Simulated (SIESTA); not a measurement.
Band structure of MgAl₂C₂ (P-3m1, 5 atoms in the cell).

```yaml
crystal:
  lattice:
    - [3.34691, 0.00000, 0.00000]
    - [-1.67345, 2.89851, 0.00000]
    - [0.00000, 0.00000, 5.74859]
  atoms:
    - { symbol: Mg, position: [0.00000, 0.00000, 0.00000] }
    - { symbol: Al, position: [0.66667, 0.33333, 0.35001] }
    - { symbol: Al, position: [0.33333, 0.66667, 0.64999] }
    - { symbol: C, position: [0.33333, 0.66667, 0.27008] }
    - { symbol: C, position: [0.66667, 0.33333, 0.72992] }
```

Computed with GGA PBEsol, numerical atomic orbitals DZP, PseudoDojo PBEsol standard norm-conserving potentials (rewritten from UPF to PSML) run with SIESTA.

Settings: XC.functional = GGA; XC.authors = PBEsol; potentials = PseudoDojo PBEsol standard; PAO.BasisSize = DZP; PAO.EnergyShift = 0.01 Ry; MeshCutoff = 400 Ry; kgrid.MonkhorstPack = 8 8 4; OccupationFunction = FD; ElectronicTemperature = 10 K; MaxSCFIterations = 150; SCF.Mixer.Method = Pulay; SCF.Mixer.Weight = 0.2; SCF.Mixer.History = 6; SCF.DM.Tolerance = 1.0E-04.

The starting cell comes from a database of computed structures (which also holds hypothetical and non-ambient phases and stackings), without a prior relaxation at this level. Its lattice was rescaled by a random factor within 2.5 % of one. Values carry the incompleteness of an atom-centred basis.

Q: Predict the gap along the standard path and the places of the band edges.

A: The gap along the path is 1.68 eV, from a point between K and Γ to a point between L and M; the smallest direct gap on it is 3.00 eV.

Levels in eV from the top of the valence band on the path, bands 9 to 13:
```
point      9     10     11     12    13
-----  -----  -----  -----  -----  ----
Γ      -1.11  -0.25  -0.20  -0.20  3.75
M      -3.83  -2.65  -2.27  -1.07  1.98
K      -4.84  -3.48  -2.73  -2.73  2.28
A      -0.95  -0.95  -0.38  -0.38  4.96
L      -2.43  -1.96  -1.62  -1.45  1.79
H      -5.42  -4.31  -1.15  -1.15  3.56
```

Higher empty bands are left out: an atom-centred basis made for the valence describes them poorly.
